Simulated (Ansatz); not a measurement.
The reference is MgS in the rock salt structure (space group Fm-3m, No. 225; a = 5.182 Å). Axes: x, y, z lie along the cube axes.

Modification: biaxial strain −1.88 %, plane normal [110], relaxed out of plane (Cartesian); in-plane vectors clamped, the third vector and the atoms free.

Levels (all Ansatz, a first-principles code, PAW, earlier PAW set): PBEsol (420 eV, spin-orbit coupling left out); r2SCAN (500 eV, without spin-orbit coupling); HSE06 (420 eV, no spin-orbit coupling); PBEsol+SOC (420 eV, noncollinear with spin-orbit coupling).

One geometry, relaxed with PBEsol, under each level:

The valence-band top lists the three highest levels at Γ (Kramers pairs under SOC), from the VBM.

| level | band gap | lowest conduction level above the VBM at special points | valence-band top at Γ | pressure |
|---|---|---|---|---|
| PBEsol | 2.52 eV | X 2.52 eV; T 2.65 eV; Σ₀ 3.45 eV; F₂ 3.45 eV | 0.00, -0.21, -0.28 eV | 2.26 GPa |
| r2SCAN | 3.28 eV | X 3.28 eV; T 3.42 eV; Σ₀ 4.18 eV; F₂ 4.18 eV | – | 3.54 GPa |
| HSE06 | … | … | – | – |
| PBEsol+SOC | 2.52 eV | X 2.52 eV; T 2.64 eV; Σ₀ 3.44 eV; F₂ 3.44 eV | 0.00, -0.21, -0.30 eV | 2.26 GPa |

### Question
Give the withheld HSE06 results.

### Answer

- HSE06, band gap: 3.63 eV
- HSE06, lowest conduction level above the VBM at special points: X 3.63 eV; T 3.76 eV; Σ₀ 4.58 eV; Γ 4.98 eV

Single points use the geometry relaxed with PBEsol. Their cutoffs differ, which shifts pressures a little. The hybrid gap comes from the SCF mesh plus the semilocal run's edge points and a few special points and is an upper bound. Differences between runs with and without spin-orbit coupling are approximate. No phonon test of stability was made. k-point labels follow each cell's own Brillouin zone.
